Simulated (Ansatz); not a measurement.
Take VO$_{2}$ in the rutile structure (space group P4_2/mnm, No. 136; a = 4.5841 Å, c = 2.8389 Å; ferromagnetic) as the base.

Structures relaxed with PBE, PAW, 420 eV (Ansatz, a quantum-chemistry and plane-wave program; no SOC), earlier PAW set.

Base:

Simulated powder pattern, Cu Kα, λ = 1.54184 Å (kinematic, ideal powder, no thermal factors, no anomalous dispersion; the 10 strongest lines at most, above 2 %, up to 2θ = 90°):

| 2θ (°) | I/Imax (%) | hkl |
|---|---|---|
| 27.52 | 100 | (110) |
| 37.25 | 48 | (101) |
| 39.31 | 7.3 | (200) |
| 42.32 | 17 | (111) |
| 55.27 | 56 | (211) |
| 56.81 | 19 | (220) |
| 64.26 | 9.6 | (310) |
| 65.79 | 7.1 | (002) |
| 69.91 | 20 | (301) |
| 72.73 | 9.5 | (112) |

After one change:

Simulated powder pattern, Cu Kα, λ = 1.54184 Å (kinematic, ideal powder, no thermal factors, no anomalous dispersion; the 10 strongest lines at most, above 2 %, up to 2θ = 90°):

```
2θ (°)  I/Imax (%)
------  ----------
27.42          100
37.15           47
39.17          7.3
42.20           17
55.09           57
56.60           19
64.01          9.6
65.61          7.1
69.66           20
72.51          9.5
```

Task: Name the change that was made.
A) pressure −2 GPa
B) pressure −1 GPa
C) pressure 22.5 GPa
D) pressure 9 GPa

Result: A, pressure −2 GPa. Its volume per atom is 10.03 Å³ against 9.94 Å³, and its space group is P4_2/mnm (No. 136).

Other magnetic orders, which the real material may have, were not ruled out. Load acts through the strain it causes; cell and atoms are relaxed under it. Stability against distortions was not tested. No other phases were tried under pressure. No Hubbard U is applied, and correlation can decide whether such a compound is a metal. The base started in Pnnm and relaxed to P4_2/mnm at this level.
